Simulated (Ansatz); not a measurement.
Name crystals whose Seebeck coefficient, p-type 1e19 cm⁻³ lies between 310 and 480 μV/K and whose electron conductivity mass lies between 0.143 and 0.22 mₑ, by PBEsol with spin-orbit coupling, rigid bands (Ansatz, a first-principles code).

Many crystals can fit; among those computed here:
- MgTe (P6_3mc): 356 μV/K, 0.173 mₑ
- GaN (P6_3mc): 420 μV/K, 0.179 mₑ
- ZnS (F-43m): 383 μV/K, 0.179 mₑ
- Na2Te (Fm-3m): 427 μV/K, 0.22 mₑ
- AgBr (Fm-3m): 409 μV/K, 0.187 mₑ

Masses are for dilute carriers at 300 K, harmonic means over directions unless an axis is named. Seebeck coefficients are for the stated density at 300 K, with one relaxation time for all states and whether or not that doping can be reached.

Formula and space group known from diffraction (Crystallography Open Database), not checked to be the room-temperature form: Na2Te (Fm-3m).
